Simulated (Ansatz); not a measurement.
What isotropic strain −1.46 % does to Tl

Base system: Tl in the hcp (Mg type) structure (space group P6_3/mmc, No. 194; a = 3.458 Å, c = 5.523 Å).

It is then changed as follows: every lattice vector is shortened by 1.46 %; the atoms relax in the strained cell.

Method: PBEsol (Ansatz, a first-principles code), no spin-orbit coupling. k-mesh 15×15×9 (Γ-centred); smearing 0.05 eV (Fermi–Dirac).

The volume per atom shrinks by 1.23 Å³ to 27.37 Å³ and the space group remains P6_3/mmc (No. 194). The shortest interatomic distance shrinks by 0.050 Å to 3.358 Å and the energy goes up by 6.0 meV/atom. The pressure (mean of the normal stresses, compression positive) increases by 1.8 GPa, from -0.1 GPa to 1.7 GPa and the band gap is still zero.

No phonon test of stability was made.
